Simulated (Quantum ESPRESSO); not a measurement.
Worked example: self-consistent single point of HfZrW4 (F-43m, 6 atoms in the cell) in Quantum ESPRESSO.

Method: LDA (PW92), PseudoDojo standard norm-conserving (LDA) pseudopotentials (plane waves; Quantum ESPRESSO 7.5).

```yaml
crystal:
  lattice:
    - [-3.74105, 0.00000, 3.74105]
    - [0.00000, 3.74105, 3.74105]
    - [-3.74105, 3.74105, 0.00000]
  atoms:
    - { symbol: Zr, position: [0.00000, 0.00000, 0.00000] }
    - { symbol: Hf, position: [0.75000, 0.75000, 0.75000] }
    - { symbol: W, position: [0.37503, 0.37503, 0.37503] }
    - { symbol: W, position: [0.87491, 0.37503, 0.37503] }
    - { symbol: W, position: [0.37503, 0.37503, 0.87491] }
    - { symbol: W, position: [0.37503, 0.87491, 0.37503] }
```

Reference input (self-consistent single point, DFT, PBEsol, plane waves, PseudoDojo standard norm-conserving (PBESOL) pseudopotentials): ecutwfc = 75 Ry; occupations = smearing; smearing = fd; degauss = 0.0073499 Ry; potentials = {Zr: Zr.upf, Hf: Hf.upf, W: W.upf}; K_POINTS = automatic 7 7 7 0 0 0; conv_thr = 1e-10 Ry; mixing_beta = 0.3. This run's input differs from it in these lines:

```diff
@@ -13,3 +13,3 @@
   ntyp = 3
-  ecutwfc = 75
+  ecutwfc = 70
   occupations = 'smearing'
```

Its files differ too (potentials: PseudoDojo standard norm-conserving (LDA)).

Output, abridged:

```
     Self-consistent Calculation

     iteration #  1     ecut=    70.00 Ry     beta= 0.30

     Threshold (ethr) on eigenvalues was too large:
     Diagonalizing with lowered threshold

     total energy              =    -821.71886104 Ry
     estimated scf accuracy    <       0.26299592 Ry

     iteration #  2     ecut=    70.00 Ry     beta= 0.30

     total energy              =    -821.72904022 Ry
     estimated scf accuracy    <       0.07457984 Ry

     iteration #  3     ecut=    70.00 Ry     beta= 0.30

     total energy              =    -821.72456557 Ry
     estimated scf accuracy    <       0.02193382 Ry

   [... 8 blocks of this kind left out ...]

     iteration # 12     ecut=    70.00 Ry     beta= 0.30

     total energy              =    -821.72906098 Ry
     estimated scf accuracy    <          6.6E-10 Ry

     iteration # 13     ecut=    70.00 Ry     beta= 0.30
     End of self-consistent calculation

     the Fermi energy is    19.1314 ev

!    total energy              =    -821.72906098 Ry
     estimated scf accuracy    <          7.4E-11 Ry
     smearing contrib. (-TS)   =      -0.00645946 Ry
     internal energy E=F+TS    =    -821.72260152 Ry

     convergence has been achieved in  13 iterations

     Forces acting on atoms (cartesian axes, Ry/au):

     atom    1 type  1   force =     0.00000000   -0.00000000    0.00000000
     atom    2 type  2   force =     0.00000000   -0.00000000    0.00000000
     atom    3 type  3   force =    -0.00001935    0.00001935    0.00001935
     atom    4 type  3   force =     0.00001935    0.00001935   -0.00001935
     atom    5 type  3   force =     0.00001935   -0.00001935    0.00001935
     atom    6 type  3   force =    -0.00001935   -0.00001935   -0.00001935

     Total force =     0.000067     Total SCF correction =     0.000001

          total   stress  (Ry/bohr**3)                   (kbar)     P=       17.43
   0.00011852  -0.00000000   0.00000000           17.43       -0.00        0.00
  -0.00000000   0.00011852   0.00000000           -0.00       17.43        0.00
   0.00000000  -0.00000000   0.00011852            0.00       -0.00       17.43

   JOB DONE.
```

The run converged in 13 iterations. Against the reference run the pressure goes from 8.03 to 1.74 GPa and the largest force goes from 0.015 to 0.001 eV/Å.

The starting cell comes from a database of computed structures (which also holds hypothetical and non-ambient phases and stackings), without a prior relaxation at this level. Its lattice was rescaled by a random factor within 2.5 % of one. Spin polarisation is off.

Cost on one core of a shared machine: roughly 6 min.
